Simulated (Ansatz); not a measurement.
The parent structure is GaP in the zinc blende structure (space group F-43m, No. 216).

```yaml
crystal:
  lattice:
    - [0.00000, 2.71923, 2.71923]
    - [2.71923, 0.00000, 2.71923]
    - [2.71923, 2.71923, 0.00000]
  atoms:
    - { symbol: P, position: [0.75000, 0.75000, 0.75000] }
    - { symbol: Ga, position: [0.00000, 0.00000, 0.00000] }
```

Cartesian axes are those of the cell as printed.

Calculations: PBEsol, PAW, 420 eV (Ansatz, a first-principles code; no spin-orbit coupling).

Base values:

```
Property   Result
--------  -------
Band gap  1.45 eV
```

The change: uniaxial stress, 5 GPa tension along z; all other stress components relax to zero.

Question: What happens to the band gap?

Answer: The band gap decreases by 0.25 eV to 1.20 eV.

Question: What does the calculation give for the strain response after the change?

Answer: The strain response (xx, yy, zz) is (−1.36, −1.36, +4.82) %.

Beyond what the load breaks, stability against distortions was not tested.
